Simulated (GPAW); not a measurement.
Worked example: self-consistent single point of ZnGe₃ (Pm-3m, 4 atoms in the cell) in GPAW.

Level of theory: LDA (Perdew-Wang 92), GPAW PAW datasets LDA (gpaw-data 1.0.1) (plane waves; GPAW).

```xyz
4
Lattice="4.2224 0.0000 0.0000 0.0000 4.2224 0.0000 0.0000 0.0000 4.2224" Properties=species:S:1:pos:R:3 pbc="T T T"
Zn     0.0000     0.0000     0.0000
Ge     0.0000     2.1112     2.1112
Ge     2.1112     0.0000     2.1112
Ge     2.1112     2.1112     0.0000
```

Reference input (self-consistent single point, DFT PBEsol, plane waves, GPAW PAW datasets PBEsol (made by gpaw-setup)): mode = pw; ecut = 800 eV; xc = PBEsol; kpts = 10 10 10; mesh shift (steps) = 0 0 0; occupations.name = methfessel-paxton; occupations.width = 0.136 eV; occupations.order = 0; nbands = -8; convergence.forces = 0.001 eV/Å; symmetry.symmorphic = false; symmetry.tolerance = 0.0005. This run's input differs from it in these lines:

```diff
@@ -15,3 +15,3 @@
 calc = GPAW(mode={'name': 'pw', 'ecut': 800},
-            xc='PBEsol',
+            xc='LDA',
             kpts={'size': (10, 10, 10), 'gamma': True},
```

Its files differ too (potentials: GPAW PAW datasets LDA (gpaw-data 1.0.1)).

Log, with long lists cut:

```
     iter     time        total  log10-change:
                         energy   eigst   dens  force
iter:   1 --:--:--   -16.356566
iter:   2 --:--:--   -16.480076   -1.06  -1.41
iter:   3 --:--:--   -16.425086   -1.98  -1.40
iter:   4 --:--:--   -16.423987   -1.09  -1.43
iter:   5 --:--:--   -16.368202   -3.15  -1.84
iter:   6 --:--:--   -16.325249   -2.02  -2.06
iter:   7 --:--:--   -16.321592   -3.48  -2.30
iter:   8 --:--:--   -16.321633c  -4.73  -2.88
iter:   9 --:--:--   -16.321348c  -4.53  -2.88
iter:  10 --:--:--   -16.321269c  -4.78  -3.16
iter:  11 --:--:--   -16.321268c  -5.82  -3.90
iter:  12 --:--:--   -16.321263c  -6.09  -3.96
iter:  13 --:--:--   -16.321260c  -6.08  -4.14c
iter:  14 --:--:--   -16.321261c  -7.27  -4.31c
iter:  15 --:--:--   -16.321261c  -8.25c -4.33c
iter:  16 --:--:--   -16.321261c  -6.78  -4.37c
iter:  17 --:--:--   -16.321261c  -7.23  -4.59c
iter:  18 --:--:--   -16.321261c  -8.29c -4.83c -28.93c
Converged after 18 iterations.

Dipole moment: (-0.000000, -0.000000, -0.000000) |e|*Ang

Energy contributions relative to reference atoms: (reference = -219841.354847)

Kinetic:        +16.972032
Potential:      -14.678636
External:        +0.000000
XC:             -18.570178
Entropy (-ST):   -0.013816
Local:           -0.037571
SIC:             +0.000000
--------------------------
Free energy:    -16.328169
Extrapolated:   -16.321261

Showing only first 2 kpts
 Kpt  Band  Eigenvalues  Occupancy
  0    10      3.26564    2.00000
  0    11      5.35262    2.00000
  0    12      9.64611    0.00000
  0    13      9.64611    0.00000

  1    10      3.66352    2.00000
  1    11      5.84839    2.00000
  1    12      9.29876    0.00000
  1    13      9.41081    0.00000

Fermi level: 6.86797

No gap
No difference between direct/indirect transitions
Energy (eV): -16.321261

Forces in eV/Ang:
  0 Zn   -0.00000   -0.00000   -0.00000
  1 Ge   -0.00000    0.00000    0.00000
  2 Ge    0.00000   -0.00000    0.00000
  3 Ge    0.00000    0.00000    0.00000

Stress tensor:
     0.038860     0.000000     0.000000
     0.000000     0.038860     0.000000
     0.000000     0.000000     0.038860
Stress (GPa, Voigt): [6.2261 6.2261 6.2261 0.     0.     0.    ]
```

The run converged in 18 iterations. GPAW prints stress with tension positive. Against the reference run the pressure goes from -4.45 to -6.23 GPa.

The starting cell comes from a database of computed structures (which also holds hypothetical and non-ambient phases and stackings), without a prior relaxation at this level. With a pressure of about -6 GPa the cell is away from its equilibrium volume at this level.

Cost on one core of a shared machine: roughly 80 s.
